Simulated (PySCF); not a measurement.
PySCF 2.14.0, PBE/def2-svp, df: Si(Me)(OMe)3 (CO[Si](C)(OC)OC), 20 atoms. The geometry is a generated start, not checked to be a minimum at this level.

```
Item                           Value
-------------------  ---------------
task                          energy
method                           pbe
basis                       def2-svp
two-electron scheme  density fitting
mol.max_memory               3000 MB
mf.max_cycle                     100
mf.diis_space            8 (default)
mf.conv_tol          1e-09 (default)
mf.grids.level           3 (default)
basis functions                  176
grid points                   235600
```

```xyz
20

C     -2.3591    -1.2807    -0.5105
O     -1.5006    -0.1844    -0.6664
Si     0.0023    -0.0038    -0.0740
C      0.0133     0.0491     1.8351
O      0.5943     1.3621    -0.7239
C      0.0682     2.6567    -0.6346
O      0.8977    -1.2299    -0.6524
C      2.2788    -1.4217    -0.5223
H     -1.8901    -2.1921    -0.8898
H     -2.6139    -1.4265     0.5435
H     -3.2669    -1.0697    -1.0810
H     -0.6651     0.8085     2.2162
H      1.0025     0.2767     2.2223
H     -0.2930    -0.9010     2.2652
H     -0.9578     2.6817    -1.0061
H      0.6939     3.3108    -1.2440
H      0.0779     3.0059     0.4012
H      2.8237    -0.5736    -0.9339
H      2.5416    -2.3260    -1.0717
H      2.5523    -1.5423     0.5270
```

With the defaults (mf.DIIS = CDIIS, mf.diis = true, mf.level_shift = 0, mf.init_guess = minao, newton = off) it converges in 13 Fock builds. One run each on 2 threads, 1 BLAS thread, with these changes:
- mf.level_shift = 0.1 Hartree
- mf.DIIS = EDIIS
- mf.level_shift = 0.3 Hartree
- mf.init_guess = huckel
- mf.init_guess = mod_huckel
- mf.level_shift = 1 Hartree
- mf.diis = false
- mf.init_guess = 1e
- newton = Hessian by the SCF's own integrals

Q: Name the settings that don't reach the solution of the defaults.

A: No convergence: mf.DIIS = EDIIS; mf.diis = false (the run ends without SCF convergence in 100 cycles). The rest reach the solution of the defaults.

```json
[
 {"setting": "the defaults", "Fock builds": "13", "end": "same solution"},
 {"setting": "mf.level_shift = 0.1 Hartree", "Fock builds": "13", "end": "same solution"},
 {"setting": "mf.init_guess = huckel", "Fock builds": "15", "end": "same solution"},
 {"setting": "mf.init_guess = mod_huckel", "Fock builds": "15", "end": "same solution"},
 {"setting": "mf.level_shift = 0.3 Hartree", "Fock builds": "15", "end": "same solution"},
 {"setting": "mf.init_guess = 1e", "Fock builds": "21", "end": "same solution"},
 {"setting": "newton = Hessian by the SCF's own integrals", "Fock builds": "27", "end": "same solution"},
 {"setting": "mf.level_shift = 1 Hartree", "Fock builds": "30", "end": "same solution"},
 {"setting": "mf.DIIS = EDIIS", "Fock builds": "101", "end": "no convergence"},
 {"setting": "mf.diis = false", "Fock builds": "101", "end": "no convergence"}
]
```

Under newton the count holds the products with the orbital Hessian.
